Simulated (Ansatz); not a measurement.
The starting structures come from a database of crystals and need not be the phases stable at ambient conditions.

By PBEsol, the system below comes out a metal.

A figure of merit of an interconnect metal is its ballistic conductance per area.

```
BiSe
1.0
    6.06827     0.00000     0.00000
    0.00000     6.01389    -0.68452
    3.03413    -0.32366     3.03614
Bi Se
2 2
Direct
  0.21360   0.76829   0.57279
  0.78640   0.23171   0.42721
  0.27821   0.26793   0.44358
  0.72179   0.73207   0.55642
```

Space group of this cell: C2/m. The cell was relaxed by PBE-D3(BJ).

The current flows along the normal of the first two printed cell vectors. No spin-orbit coupling; the value is a mean over 0.1 eV about the Fermi level.

Task: Predict the ballistic conductance per area from PBEsol run with Ansatz (an electronic-structure program).

Result: 0.57 × 10¹⁵ S/m² for both spins.
